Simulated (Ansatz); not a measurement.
The starting structures come from a database of crystals and need not be the phases stable at ambient conditions.

Consider the following.

```
CELL_PARAMETERS angstrom
      5.69651     0.00000     0.00000
     -2.84825     4.93332     0.00000
      2.84826     1.64444     2.33556
ATOMIC_POSITIONS crystal
  Ba 0.99972 0.99986 0.00042
  Ti 0.97334 0.48667 0.53999
  O  0.53133 0.02028 0.95762
  O  0.02210 0.51105 0.95762
  O  0.53133 0.51105 0.95762
```

Space group of this cell: R3m. The cell is taken as given; by r2SCAN its mean pressure is -1.8 GPa.

The numbers are results of r2SCAN (plane waves, PAW; Ansatz, a quantum-chemistry and plane-wave program), not measurements.

The current runs along the normal of the first two printed vectors; no spin-orbit coupling. Scaled by the factor s: both lengths across the current (ions clamped). Meshes 12×12×12 and 6×6 across the current in all rows.

```csv
s,mean pressure (GPa),band gap (eV)
0.98,5.8,?
1.00,-1.8,2.75
1.02,-7.9,2.61
```

**Question.** Take the slope of the band gap against ln s from the two given rows, extrapolate to s = 0.98, and say what the run there gives.

**Answer.** Slope = (2.61 − 2.75) / ln 1.02 = -7.07 eV. The line gives 2.75 + (-7.07) × ln 0.98 = 2.89 eV. The run gives 2.87 eV, 0.02 eV under the line, 16 % of the predicted step.
